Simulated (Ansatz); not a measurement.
**CO on the 1x1 (101) surface of tetragonal HfO2 (a metastable polymorph) (cut with top plane O), one in a 2x1 cell, started at the site 'top O #2'**

Host crystal: tetragonal HfO2, with a band gap (PBE, scalar-relativistic without spin-orbit coupling).

Level of theory: r2SCAN, at the PBE geometry (plane waves to 500 eV, PAW; Ansatz, an electronic-structure program).

Slab: 38 atoms, 7.6 Å thick at the start under the adsorbate (thin: gaps and levels are the slab's own); k 3x3x1, smearing 0.01 eV, dipole-corrected; single point; on the structure that PBE left under its start's symmetry; no spin, no spin-orbit, no U, no dispersion correction. At the end it is bonded to Hf. In PBE it is, or lies within 0.03 eV of, the lowest of the starts that converged; the order may differ at this level.

```
Item                                                                                                                                              Value
--------------------------------------------------------------------------------------  ---------------------------------------------------------------
adsorption energy against CO(g) at the same level                                                                                              -0.55 eV
change of the step from the bottom to the top vacuum level, against the clean slab                                                             -0.41 eV
height of the binding atom over the mean of the host atoms within 0.3 Å of the top one                                                          1.598 Å
nearest host atoms of the binding atom                                                                           Hf at 2.44 Å, O at 2.79 Å, O at 2.79 Å
note                                                                                    in the relaxation the adsorbate left its starting site by 2.3 Å
```

A negative adsorption energy means that the adsorbate is more stable on the surface than in its reference.
